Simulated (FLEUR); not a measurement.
FLEUR run on Zr₃Au (Pm-3n, 8 atoms in the cell): self-consistent single point.

Level of theory: PBEsol, all-electron FLAPW (FLEUR), scalar-relativistic valence run with FLEUR.

The change in words: lattice scaled by 0.98. Reference geometry:
```
CELL_PARAMETERS angstrom
      5.54605     0.00000     0.00000
      0.00000     5.54605     0.00000
      0.00000     0.00000     5.54605
ATOMIC_POSITIONS crystal
  Zr 0.50000 0.25000 0.00000
  Zr 0.50000 0.75000 0.00000
  Zr 0.25000 0.00000 0.50000
  Zr 0.75000 0.00000 0.50000
  Zr 0.00000 0.50000 0.25000
  Zr 0.00000 0.50000 0.75000
  Au 0.50000 0.50000 0.50000
  Au 0.00000 0.00000 0.00000
```

Reference input (self-consistent single point, DFT, PBEsol, all-electron FLAPW (FLEUR), scalar-relativistic valence): Kmax = 4.1 1/bohr; GmaxXC = 14.3 1/bohr; xcFunctional = PBEs; jspins = 1; l_soc = F; mode = hist; fermiSmearingEnergy = 0.00367493 Htr; mesh (inpgen div1-3) = 5 5 5; inpgen gamma flag = false; Gmax = 14.3 1/bohr; numbands = 0; maxIterBroyd = 99. This run's input differs from it in these lines:

```diff
@@ -3,5 +3,5 @@
 &input film=f /
-10.4805061249 0.0000000000 0.0000000000
-0.0000000000 10.4805061249 0.0000000000
-0.0000000000 0.0000000000 10.4805061249
+10.2708958134 0.0000000000 0.0000000000
+0.0000000000 10.2708958134 0.0000000000
+0.0000000000 0.0000000000 10.2708958134
 1.0
@@ -50,5 +50,5 @@
          <bravaisMatrix>
-            <row-1>   10.4805061248999998     0.0000000000000000     0.0000000000000000</row-1>
-            <row-2>    0.0000000000000000    10.4805061248999998     0.0000000000000000</row-2>
-            <row-3>    0.0000000000000000     0.0000000000000000    10.4805061248999998</row-3>
+            <row-1>   10.2708958133999992     0.0000000000000000     0.0000000000000000</row-1>
+            <row-2>    0.0000000000000000    10.2708958133999992     0.0000000000000000</row-2>
+            <row-3>    0.0000000000000000     0.0000000000000000    10.2708958133999992</row-3>
          </bravaisMatrix>
```

The program printed (abridged):

```
 Iteration:     1   Distance:      21.87931325 me/bohr^3
 Iteration:     2   Distance:      15.37354500 me/bohr^3
 Iteration:     3   Distance:       6.80151342 me/bohr^3
 Iteration:     4   Distance:       6.56060590 me/bohr^3
 Iteration:     5   Distance:       2.05419068 me/bohr^3
   [... 8 lines left out ...]
 Iteration:    14   Distance:       0.00065927 me/bohr^3
 Iteration:    15   Distance:       0.00007954 me/bohr^3
 Iteration:    16   Distance:       0.00008096 me/bohr^3
 Iteration:    17   Distance:       0.00000619 me/bohr^3
 Run finished successfully
 Stop message:
   Structural relaxation: Done

[file out, last iteration]
             iter=     18
[...]
          total density-effective poten   -1.0221322084E+05
          total charge density-energy d   -1.3943175647E+03
 Updated energy parameters for spin:           1
[...]
 fermi energy and band-weighting factors:
   [... 8 lines left out ...]

[...]
FERMIE:
          first approx. to ef    (T=0)  :   0.457467 htr   (energy of the highest occ. eigenvalue)
          number of occ. states  (T=0)  :        535
          first approx. to seigv (T=0)  : -38.236864 htr
          sum of weights of occ. states :  53.112000
          sum of semicore charge        :   0.000000 e
FERHIS:  Fermi-Energy by histogram:
          bandgap                     :   0.000530 htr
   [... lines left out ...]
          charge neutrality (T=0)     :   0.224000    (zero if the highest occ. eigenvalue is "entirely" occupied)
     EF_NEWTON:  Adjust Fermi-Energy by Newton-Method.
 Direct bandgap for spin            1 :    5.4171482159377504E-003  Htr
 ---->    free energy=                    -59668.5634242164 htr
   [... lines left out ...]
      extrapolation for T->0
 ---->    total electron energy=          -59668.5587037626 htr
 ***** TOTAL FORCES ON ATOMS *****
 TOTAL FORCE FOR ATOM TYPE=  1  X=  5.135   Y=  2.568   Z=  0.000
                       FX_TOT= 0.000000 FY_TOT= 0.000000 FZ_TOT= 0.000000
 TOTAL FORCE FOR ATOM TYPE=  2  X=  5.135   Y=  5.135   Z=  5.135
                       FX_TOT= 0.000000 FY_TOT= 0.000000 FZ_TOT= 0.000000
 Structural relaxation: Done
```

The run converged in 17 iterations. FLEUR gives forces in its relaxation mode, with a further iteration, so its stop message speaks of a relaxation. 

The starting cell comes from a database of computed structures (which also holds hypothetical and non-ambient phases and stackings), without a prior relaxation at this level. Its lattice was rescaled by a random factor within 2.5 % of one. For this run, on top of that: lattice scaled by 0.98. Spin-orbit coupling is off. Values depend on the basis (sphere radii, cutoffs, local orbitals), which need not be converged. The log's line on a gap gives a spacing of levels on this mesh, which the program prints for metals too.

These are the values that this program gave, and no reference: the default basis lacks the next d shell.

Cost on one core of a shared machine: roughly 7 min.
